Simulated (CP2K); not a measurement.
CP2K run on CaAu2 (Imma, 6 atoms in the cell): self-consistent single point.

Level of theory: PBEsol, GPW, DZVP-MOLOPT-SR-GTH basis, GTH-PBE potentials (GTH_POTENTIALS) (CP2K 2026.2).

The change in words: lattice scaled by 0.98. Reference geometry:
```xyz
6
Lattice="5.8272 0.0000 0.0000 -0.0930 5.8265 0.0000 -1.6518 -4.1093 3.7871" Properties=species:S:1:pos:R:3 pbc="T T T"
Ca     3.6684     1.6395     0.9468
Ca     0.4140     0.0778     2.8403
Au     0.9127     3.0003     1.7449
Au     3.1696    -1.2831     2.0422
Au     4.9800     4.7324     0.1486
Au    -0.8977    -3.0152     3.6384
```

Reference input (self-consistent single point, DFT PBEsol, GPW, DZVP-MOLOPT-SR-GTH basis, GTH-PBE potentials (GTH_POTENTIALS)): CUTOFF = 500 Ry; REL_CUTOFF = 40 Ry; SMEAR/METHOD = GAUSSIAN; SIGMA = 0.1 eV; KPOINTS/SCHEME = MONKHORST-PACK 5 5 5; XC_FUNCTIONAL = PBE:PBESOL; Ca/BASIS_SET = DZVP-MOLOPT-SR-GTH; Ca/POTENTIAL = GTH-PBE-q10; Au/BASIS_SET = DZVP-MOLOPT-SR-GTH; Au/POTENTIAL = GTH-PBE-q11; METHOD = GPW; EPS_DEFAULT = 1e-10. This run's input differs from it in these lines:

```diff
@@ -65,5 +65,5 @@
     &CELL
-      A 5.82722200 0.00000000 0.00000000
-      B -0.09303200 5.82647900 0.00000000
-      C -1.65182200 -4.10926300 3.78707700
+      A 5.71067700 0.00000000 0.00000000
+      B -0.09117100 5.70994900 0.00000000
+      C -1.61878500 -4.02707800 3.71133500
       PERIODIC XYZ
```

Log, with long lists cut:

```
 SCF WAVEFUNCTION OPTIMIZATION

  Step     Update method      Time    Convergence         Total energy    Change
     1 NoMix/Diag. 0.20E+00      -     1.37720268      -206.6102767691 -2.07E+02
     2 Broy./Diag. 0.20E+00      -     0.11254479      -211.5632869649 -4.95E+00
     3 Broy./Diag. 0.20E+00      -     0.08737797      -208.4713769198  3.09E+00
     4 Broy./Diag. 0.20E+00      -     0.03767202      -206.5362903841  1.94E+00
     5 Broy./Diag. 0.20E+00      -     0.00736035      -205.9847745497  5.52E-01
     6 Broy./Diag. 0.20E+00      -     0.00685100      -206.1422219637 -1.57E-01
   [... 5 lines left out ...]
    12 Broy./Diag. 0.20E+00      -     0.00000169      -206.2134710130  3.47E-04
    13 Broy./Diag. 0.20E+00      -     0.00000137      -206.2134850039 -1.40E-05
    14 Broy./Diag. 0.20E+00      -     0.00000076      -206.2135052635 -2.03E-05
    15 Broy./Diag. 0.20E+00      -     0.00000007      -206.2135055457 -2.82E-07
  *** SCF run converged in    15 steps ***

  Overlap energy of the core charge distribution:               0.00000037107375
  Self energy of the core charge distribution:               -376.07735038919981
  Core Hamiltonian energy:                                    107.35775845689680
  Hartree energy:                                              93.60264786798683
  Exchange-correlation energy:                                -31.09613465080767
  Smearing free energy correction:                             -0.00042720157662
  Fermi energy:                                                 0.33356955907389

  Total energy:                                              -206.21350554570401
  Total energy (extrapolated to sigma->0):                   -206.21329194491571

                     Mulliken Population Analysis

   [... lines left out ...]

 STRESS| Analytical stress tensor [bar]
 STRESS|                        x                   y                   z
 STRESS|      x        1.23994579498E+05   2.14446009093E+04  -2.21783214279E+04
 STRESS|      y        2.14446009093E+04   1.24687555932E+05   2.17905828165E+04
 STRESS|      z       -2.21783214279E+04   2.17905828165E+04   1.30874717580E+05
 STRESS| 1/3 Trace                                             1.26518951004E+05
```

The run converged in 15 iterations. Against the reference run the free energy goes up by 68.4 meV/atom, the pressure goes from 5.19 to 12.65 GPa and the largest force goes from 0.049 to 0.082 eV/Å.

The starting cell comes from a database of computed structures (which also holds hypothetical and non-ambient phases and stackings), without a prior relaxation at this level. Its lattice was rescaled by a random factor within 2.5 % of one. For this run, on top of that: lattice scaled by 0.98. Values carry the incompleteness of an atom-centred basis. The potentials were made for another functional than the one used. With a pressure of about 13 GPa the cell is away from its equilibrium volume at this level.

Cost on one core of a shared machine: roughly 2 min.
